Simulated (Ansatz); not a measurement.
We consider Ti2Bi2O7 (model structure, started from the pyrochlore type, Fd-3m, No. 227, 22 atoms in the cell), described by LDA in Ansatz (PAW).

Input file:

Ansatz 0.2 input:
```yaml
crystal:
  lattice:
    - [0.0, 5.1455059542, 5.1455059542]
    - [5.1455059542, 0.0, 5.1455059542]
    - [5.1455059542, 5.1455059542, 0.0]
  atoms:
    - { symbol: Bi, position: [0.125, 0.125, 0.125] }
    - { symbol: Bi, position: [0.125, 0.125, 0.625] }
    - { symbol: Bi, position: [0.125, 0.625, 0.125] }
    - { symbol: Bi, position: [0.625, 0.125, 0.125] }
    - { symbol: Ti, position: [0.625, 0.625, 0.625] }
    - { symbol: Ti, position: [0.625, 0.625, 0.125] }
    - { symbol: Ti, position: [0.625, 0.125, 0.625] }
    - { symbol: Ti, position: [0.125, 0.625, 0.625] }
    - { symbol: O, position: [0.5511799711, 0.9488200289, 0.9488200289] }
    - { symbol: O, position: [0.9488200289, 0.5511799711, 0.5511799711] }
    - { symbol: O, position: [0.9488200289, 0.5511799711, 0.9488200289] }
    - { symbol: O, position: [0.5511799711, 0.9488200289, 0.5511799711] }
    - { symbol: O, position: [0.9488200289, 0.9488200289, 0.5511799711] }
    - { symbol: O, position: [0.5511799711, 0.5511799711, 0.9488200289] }
    - { symbol: O, position: [0.6988200289, 0.3011799711, 0.6988200289] }
    - { symbol: O, position: [0.3011799711, 0.6988200289, 0.3011799711] }
    - { symbol: O, position: [0.3011799711, 0.6988200289, 0.6988200289] }
    - { symbol: O, position: [0.6988200289, 0.3011799711, 0.3011799711] }
    - { symbol: O, position: [0.3011799711, 0.3011799711, 0.6988200289] }
    - { symbol: O, position: [0.6988200289, 0.6988200289, 0.3011799711] }
    - { symbol: O, position: [0.0, 0.0, 0.0] }
    - { symbol: O, position: [0.25, 0.25, 0.25] }
basis:
  ecutwfc: 520
  ecutrho_ratio: 4
  xc_grid: 2
kpoints:
  mp_grid: { grid: [6, 6, 6] }
  band_path:
    path:
      - [0.0, 0.0, 0.0]
      - [0.1, 0.0, 0.1]
      - [0.2, 0.0, 0.2]
      - [0.3, 0.0, 0.3]
      - [0.4, 0.0, 0.4]
      - [0.5, 0.0, 0.5]
      - [0.625, 0.25, 0.625]
      - [0.375, 0.375, 0.75]
      - [0.3125, 0.3125, 0.625]
      - [0.25, 0.25, 0.5]
      - [0.1875, 0.1875, 0.375]
      - [0.125, 0.125, 0.25]
      - [0.0625, 0.0625, 0.125]
      - [0.125, 0.125, 0.125]
      - [0.25, 0.25, 0.25]
      - [0.375, 0.375, 0.375]
      - [0.5, 0.5, 0.5]
      - [0.5, 0.416667, 0.583333]
      - [0.5, 0.333333, 0.666667]
      - [0.5, 0.25, 0.75]
      - [0.5, 0.125, 0.625]
    npoints: 1
hamiltonian:
  xc: lda
  dispersion: none
  pseudopotentials: { kind: paw }
scf:
  occupations: { method: fermi_dirac, width: 0.01 }
  convergence: { dr2_threshold: 0.0000000022 }
output:
  forces: true
  stress: true
  eigenvalues: true
  write_bands: true
```

The run printed, among other lines:

```
Crystal: 22 atoms, lattice volume = 272.467 Å³
Basis set: ecut = 520 eV, 7391 PW (Γ), exchange–correlation on 120×120×120 points (8 copies of the dense FFT grid, shifted against one another)
Bands: 118, of which v1, the nominal top of the filled ones, is band 96 counted from 1 (95 counted from 0)
Symmetry: 48 space group operations
Space group: Fd-3m (ITA 227), of the structure as read, at distance tolerance 6.5e-5 Å
k-points: 16 of 216
Functional: x = slater, c = lda
SCF iter   1: F=—  HF=-65933.367160 eV  |F-HF|=—  |Δ(HF+E_count)|=         —  Δρ=2.02e-2  dr2=1.10e0
SCF iter   2: F=—  HF=-65933.165267 eV  |F-HF|=—  |Δ(HF+E_count)|=   2.02e-1  Δρ=1.04e-2  dr2=2.61e-1
  ...
SCF iter   9: F=—  HF=-65933.109864 eV  |F-HF|=—  |Δ(HF+E_count)|=   4.32e-8  Δρ=9.96e-7  dr2=2.76e-9
SCF iter  10: F=-65933.109864 eV  HF=-65933.109864 eV  |F-HF|=2.91e-11  |Δ(HF+E_count)|=  2.33e-10  Δρ=1.85e-7  dr2=1.31e-10
SCF 1 converged in 10 iterations: F = -65933.109864 eV  dr2 = 1.31e-10
SCF converged after 10 iterations
Free energy (F): -65933.109864 eV
  ...
E sigma→0 (E₀):  -65933.109864 eV
Fermi energy:    10.978679 eV
--- Forces (eV/Å), atoms counted from 1 ---
  atom   1  Bi     0.00000000     0.00000000    -0.00000000
  atom   2  Bi     0.00000000     0.00000000     0.00000000
  atom   3  Bi     0.00000000    -0.00000000     0.00000000
  atom   4  Bi     0.00000000    -0.00000000     0.00000000
  atom   5  Ti     0.00000000    -0.00000000     0.00000000
  atom   6  Ti     0.00000000    -0.00000000     0.00000000
  atom   7  Ti     0.00000000    -0.00000000    -0.00000000
  atom   8  Ti     0.00000000    -0.00000000     0.00000000
  atom   9  O     -0.06162681    -0.00000000     0.00000000
  atom  10  O      0.06162681     0.00000000     0.00000000
  atom  11  O      0.00000000    -0.06162681    -0.00000000
  atom  12  O     -0.00000000     0.06162681    -0.00000000
  atom  13  O     -0.00000000    -0.00000000    -0.06162681
  atom  14  O      0.00000000     0.00000000     0.06162681
  atom  15  O     -0.00000000    -0.06162681     0.00000000
  atom  16  O      0.00000000     0.06162681     0.00000000
  atom  17  O     -0.06162681     0.00000000    -0.00000000
  atom  18  O      0.06162681     0.00000000    -0.00000000
  atom  19  O     -0.00000000    -0.00000000     0.06162681
  atom  20  O     -0.00000000    -0.00000000    -0.06162681
  atom  21  O     -0.00000000     0.00000000     0.00000000
  atom  22  O     -0.00000000     0.00000000    -0.00000000
--- Stress (GPa, compression-positive) ---
       -4.960112       0.000000      -0.000000
        0.000000      -4.960112       0.000000
       -0.000000      -0.000000      -4.960112
  P = ⅓ Tr σ = -4.9601 GPa (-49.601 kbar)
```

The PAW data were made under PBE.

Note: the relaxation could raise the start's symmetry but not lower it, so the cell can be a saddle point. Note: cell and atoms aren't relaxed at this level (largest force component 0.06 eV/Å, pressure -5.0 GPa).

A model structure was made by putting elements into a prototype or built by hand; it is no filed structure, need not be a known phase, and can be a saddle point held by its symmetry.

Ansatz is an electronic-structure program.
